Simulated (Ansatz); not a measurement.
Relaxation of the outer planes of the (110) surface of fcc Cu in its 1x1 cell, outermost plane spacing 1.28 Å in the ideal cut.

All values below come from PBE (plane waves to 420 eV, PAW; Ansatz, a quantum-chemistry and plane-wave program).

Set-up: 9 atoms, 10.3 Å thick at the start (thin: gaps and levels are the slab's own); mesh 15x10x1; 0.1 eV smearing; dipole correction on; all atoms relaxed; start symmetry kept, larger cells not searched; no spin, no spin-orbit, no U.

| plane | atoms | bulk spacing to the next (Å) | relaxed spacing (Å) | change (%) | rumpling (Å) |
|---|---|---|---|---|---|
| 1 | Cu | 1.283 | … | … | 0.00 |
| 2 | Cu | 1.283 | 1.331 | 3.7 | 0.00 |

Q: Some entries are withheld; supply them.

A: 
- 1, relaxed spacing (Å): 1.154
- 1, change (%): -10.1
